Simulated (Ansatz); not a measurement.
Some atoms of an NVE trajectory of Ag (fcc), cell Ag32, begun in the crystal structure [in the run: it stayed crystalline; mean temperature 427 K (target 460 K); density 9.88 g/cm³, volume +6 % from the start crystal's]; time step 4.0 fs, velocity Verlet. All values below come from r2SCAN (plane waves, PAW; Ansatz, a quantum-chemistry and plane-wave program). On the run's last frame a denser k-mesh moved the forces by 0.057 eV/Å rms, the static pressure by -0.90 GPa and the free energy by -23 meV/atom, which is about how far such values are converged.

| atom | mass (u) | x y z (Å) | v (Å/fs) | F (eV/Å) |
|---|---|---|---|---|
| Ag4 | 107.868 | 2.01277 2.36662 0.02215 | -0.002430 0.000081 0.003604 | 0.0906 0.2534 -0.0135 |
| Ag24 | 107.868 | 6.15097 2.32473 4.16365 | 0.000988 -0.004371 0.003735 | 0.4027 -0.2240 -0.4387 |
| Ag31 | 107.868 | 6.30995 4.34325 6.18331 | 0.001413 0.000822 -0.002429 | -0.9158 0.1612 -0.2344 |
| Ag32 | 107.868 | 6.09625 6.58995 4.33350 | 0.001669 -0.001343 -0.003804 | 0.3785 -0.2980 -0.3544 |

Task: Give their positions one step later.

Result: x' = x + vΔt + FΔt²/(2m), with 1 eV/(Å·u) = 0.0096485 Å/fs².
```
atom             x' y' z' (Å)
----  -----------------------
Ag4   2.00311 2.36713 0.03656
Ag24  6.15521 2.30708 4.17827
Ag31  6.31495 4.34666 6.17342
Ag32  6.10319 6.58437 4.31804
```
